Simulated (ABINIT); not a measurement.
**How far to go with the plane-wave cutoff: In (I4/mmm, 1 atom in the cell)**

```
In
1.0
   -1.62987     1.62987     2.48243
    1.62987    -1.62987     2.48243
    1.62987     1.62987    -2.48243
In
1
Direct
  0.00000   0.00000   0.00000
```

Level of theory: PBE, PAW (JTH v2.0 PBE PAW) (plane waves; ABINIT).

Base settings: pseudos = [In.GGA_PBE-JTH.xml]; ecut = 40 Ry; pawecutdg = 80 Ry; pawxcdev = 0; ixc = 11; occopt = 3; tsmear = 0.00367493 Ha; ngkpt = 5 5 5; nshiftk = 1; shiftk = 0 0 0.

Moved along: pawecutdg.

The second cell is the first with its lattice scaled by 0.98.

The mesh stays at the base's, so the ladder's end is converged at best in this setting alone.

Only quantities that move along the ladder and can be compared are tabulated.

The count of work is k-points × plane waves × bands × iterations; it is no time. 

The starting cell has typed, rounded lattice constants, without a prior relaxation at this level. Its lattice was rescaled by up to half a per cent. Without a gap this mesh is coarse (it stands for a supercell whose shortest vector is 16 Å).

Steps (ecut): 14 Ry; 16 Ry; 18 Ry; 20 Ry; 22 Ry; 24 Ry; 28 Ry; 32 Ry; 36 Ry; 40 Ry; 44 Ry; 48 Ry; 54 Ry; 60 Ry; 70 Ry; 80 Ry; 96 Ry.

What is the coarsest ecut that holds the free energy within 5 meV/atom?

Not settled: the last two steps still differ by 15 meV/atom, over half the tolerance, so the ladder does not show it.

What is the coarsest ecut that holds the energy of the compressed cell less the first within 1 meV/atom of the last step, with all finer ones?

32 Ry, at 0.22 of the last step's count of work; the step before is off by 1.8 meV/atom.

What is the coarsest ecut that holds the pressure within 0.5 GPa of the last step, with all finer ones?

70 Ry; the step before is off by 0.74 GPa.

```tsv
ecut	free energy less the last step's (meV/atom)	energy of the compressed cell less the first (meV/atom)	pressure (GPa)	count of work / last
14 Ry	33906.83	-249.47	-762.83	0.071
16 Ry	15024.08	250.90	-398.32	0.087
18 Ry	6388.06	160.40	-200.49	0.092
20 Ry	2669.22	-9.12	-98.14	0.11
22 Ry	1032.61	23.12	-42.54	0.13
24 Ry	405.58	27.93	-14.65	0.14
28 Ry	170.31	36.39	2.12	0.16
32 Ry	160.73	37.91	1.64	0.22
36 Ry	117.51	38.04	0.86	0.26
40 Ry	82.33	37.80	1.67	0.30
44 Ry	72.20	37.71	2.45	0.35
48 Ry	71.33	37.69	2.42	0.36
54 Ry	57.23	38.20	1.77	0.42
60 Ry	33.50	38.27	1.76	0.49
70 Ry	18.76	38.04	2.56	0.70
80 Ry	15.46	38.06	2.27	0.76
96 Ry	0.00	38.21	2.49	1.0
```

Two neighbours can agree and both be off: 44 Ry and 48 Ry differ by 0.86 meV/atom in the free energy, yet lie about 71 meV/atom from the last step.

At the lowest cutoff the pressure lies 765 GPa under the last step's, the usual sign of Pulay stress in an incomplete plane-wave basis.
